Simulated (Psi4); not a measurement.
Psi4 1.11, WB97X/def2-svpd: Sn(Cl)2(Vi)(NH2) (C=[CH][Sn]([NH2])([Cl])[Cl]), 11 atoms. The geometry is a generated start, not checked to be a minimum at this level.

- task = energy
- method = wb97x
- basis = def2-svpd
- memory = 3 GB
- maxiter = 100
- keys of the molecule block = symmetry c1
- scf_type = df (default)
- diis_max_vecs = 10 (default)
- e_convergence = 1e-06 (default)
- d_convergence = 1e-06 (default)
- dft_radial_points = 75 (default)
- dft_spherical_points = 302 (default)
- effective core potentials = those of the basis set, past Kr
- basis functions = 186
- grid points = 237132

```xyz
11

C     -2.1821    -0.4483    -0.1401
C     -1.3026     0.5093    -0.3191
Sn     0.7454     0.4441     0.4648
N      2.0055    -0.9502    -0.3961
Cl     1.7323     2.5702     0.3092
Cl     0.8050    -0.1015     2.7086
H     -1.9682    -1.3494     0.4085
H     -3.1820    -0.3656    -0.5447
H     -1.5194     1.4171    -0.8598
H      2.9808    -0.7227    -0.2286
H      1.8853    -1.0031    -1.4029
```

With the defaults (damping_percentage = 0, diis = true, scf_initial_accelerator = adiis, guess = auto, which took SAD, soscf = false, soscf_start_convergence = 0.01) it converges in 9 SCF iterations. One run each on 2 threads, with these changes:
- soscf = true
- soscf = true, soscf_start_convergence = 0.1
- scf_initial_accelerator = ediis
- damping_percentage = 60
- guess = sap
- damping_percentage = 60, diis = false, scf_initial_accelerator = none
- guess = sapgau
- guess = gwh
- guess = modhuckel

Problem. Which of these changes keep the SCF from converging, or lead it to another solution?

Solution. No convergence: damping_percentage = 60; damping_percentage = 60, diis = false, scf_initial_accelerator = none (the run ends without SCF convergence in 100 iterations). The rest reach the solution of the defaults.

```json
[
 {"setting": "soscf = true", "SCF iterations": "6", "JK calls": "22", "end": "same solution"},
 {"setting": "soscf = true, soscf_start_convergence = 0.1", "SCF iterations": "6", "JK calls": "22", "end": "same solution"},
 {"setting": "the defaults", "SCF iterations": "9", "JK calls": "10", "end": "same solution"},
 {"setting": "scf_initial_accelerator = ediis", "SCF iterations": "9", "JK calls": "10", "end": "same solution"},
 {"setting": "guess = modhuckel", "SCF iterations": "10", "JK calls": "39", "end": "same solution"},
 {"setting": "guess = gwh", "SCF iterations": "15", "JK calls": "15", "end": "same solution"},
 {"setting": "guess = sap", "SCF iterations": "15", "JK calls": "15", "end": "same solution"},
 {"setting": "guess = sapgau", "SCF iterations": "18", "JK calls": "18", "end": "same solution"},
 {"setting": "damping_percentage = 60", "SCF iterations": "100", "JK calls": "101", "end": "no convergence"},
 {"setting": "damping_percentage = 60, diis = false, scf_initial_accelerator = none", "SCF iterations": "100", "JK calls": "101", "end": "no convergence"}
]
```

An SOSCF iteration holds several JK calls; a Hückel guess adds calls on atoms.
